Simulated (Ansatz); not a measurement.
The parent structure is CdTe in the zinc blende structure (space group F-43m, No. 216; a = 6.5578 Å). Axes: x, y, z lie along the cube axes.

Method: DFT with r2SCAN, PAW potentials and a 500 eV plane-wave cutoff in Ansatz (an electronic-structure program), without spin-orbit coupling.

Before the change:

```
Quantity                             Value
---------------------  -------------------
Gap character                  direct at Γ
Valence-band top at Γ  0.00, 0.00, 0.00 eV
```

The change: a pure shear with ε_xy = ε_yx = 0.0171; the atoms relax in the strained cell.

Question: Estimate the effect on the gap character, stress and valence-band top at Γ.

Answer: The gap character is still direct at Γ; the stress (xx, yy, zz, yz, xz, xy; compression positive) amounts to (0.00, 0.00, -0.02, 0.00, 0.00, -0.68) GPa; the valence-band top at Γ (three highest levels, from the VBM) goes from 0.00, 0.00, 0.00 eV to 0.00, -0.10, -0.18 eV.

Spin-orbit coupling, missing from the scalar runs, can matter with Te. No phonon test of stability was made. Labels are those of the standard path for the cell's own space group.
